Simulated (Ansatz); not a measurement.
## CdTe: band gap against strain

CdTe (zinc blende, F-43m, 32.901 Å³/atom at rest) under an equal strain ε in the (001) plane with the normal axis free, as in a coherent film. LDA in Ansatz, a plane-wave DFT program (PAW, default set), 420 eV, 9×9×9 Γ-centred mesh, Fermi-Dirac smearing 0.05 eV; ions are relaxed within the symmetry of each cell. Gaps are the smallest over the k-mesh and a band path, without spin-orbit coupling; in all rows the valence edge lies at Γ and the conduction edge at Γ.

Here s stands for strain and Eg for gap.

| strain (%) | gap (eV) |
|---|---|
| -3.00 | ? |
| -1.50 | 0.597 |
| -1.00 | 0.604 |
| -0.50 | 0.608 |
| 0.00 | 0.614 |

Q: Fit Eg against s with a straight line, and predict the withheld value at s = -3.00.

A: Means: s -0.75000, Eg 0.6058. About the means, the sum of products is 0.013750 and the sum of squares of s is 1.2500; the slope is their ratio. Least squares gives Eg = 0.6140 + 0.01100·s. Residuals (row less fit): -0.0005, 0.0010, -0.0005, 0.0000; standard error 0.0009 (degrees of freedom: 2). Over these rows the gap moves by 1.1 ± 0.08 eV per unit strain. At the withheld row, Eg = 0.6140 + 0.01100 × (-3.0) = 0.5810 eV. The calculation gives 0.571 eV, 0.0100 eV below the prediction (23.3 % of the range of Eg in the table). The row lies outside the fitted rows, so this is an extrapolation. From the scatter of the fitted rows alone, a prediction at this place has a standard error of 0.0020 eV, so the miss is 5.0 times that.

One order more, fitted to all 7 runs of the series, follows each within 0.001, so the miss is the next term of a smooth law. Spin-orbit coupling is left out, which can shift this property for CdTe. Rows are the converged runs of the series near zero and its far end; series whose fitted rows scatter by over a few per cent of the range, as at a crossing or softening among them, aren't shown in this form. Most that stay on the fit to the last digits aren't either.
